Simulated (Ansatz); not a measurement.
The parent structure is PbTe in the rock salt structure (space group Fm-3m, No. 225; a = 6.5353 Å).

Level of theory: r2SCAN/PAW in Ansatz (an electronic-structure program), scalar-relativistic without spin-orbit coupling, earlier PAW set.

Base values:

The band gap is 1.10 eV and the electron mass comes out as 0.34 mₑ along k, 0.12 mₑ across (at L). The gap character comes out as direct at L.

Now apply this change: cell and atoms relaxed at a pressure of 3 GPa.

Task: What happens to the band gap?

Result: The band gap falls by 0.14 eV (1.10 eV → 0.96 eV).

Task: Estimate the effect on the electron mass.

Result: The electron mass goes from 0.34 mₑ along k, 0.12 mₑ across (at L) to 0.31 mₑ along k, 0.11 mₑ across (at L).

Task: What happens to the gap character?

Result: The gap character is still direct at L.

Spin-orbit coupling, missing from the scalar runs, can matter with Pb and Te. Load acts through the strain it causes; cell and atoms are relaxed under it. Masses are band curvatures over ±0.01 Å⁻¹ around the edge. Along k means along the line from Γ to the band edge. Stability against distortions was not tested.
